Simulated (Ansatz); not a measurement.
System: rock-salt TaC. Method: HSE06 (PAW; Ansatz, a program for electronic structure).

A relaxed, unreconstructed slab of the (110) face has 16 atoms, two equal faces of 13.992 Å² each and an energy of -81474.5103 eV. A bulk cell of 4 atoms with the same orientation and in-plane k mesh has -20370.1861 eV. Energies are extrapolated to zero smearing.

Run with plane-wave cutoff 500 eV, 6×8×1 k mesh (along the axes of the cell as run), Fermi–Dirac smearing 0.05 eV, scalar-relativistic PAW data made under PBE.

Worked out: γ = (E_slab − N E_bulk per atom)/2A = [-81474.5103 − 16 × (-20370.1861/4)]/(2 × 13.992) = 0.2228 eV/Å². With 16.022 J/m² per eV/Å² this is 3.57 J/m², or 3.12 eV per surface cell and face.

Note: exact exchange on metals is sensitive to the k mesh and can open a false gap; the run warned that the count of filled bands differs between k points; the run warned that its SCF threshold was loose for the stress; the run warned that its exchange threshold was loose for the stress.
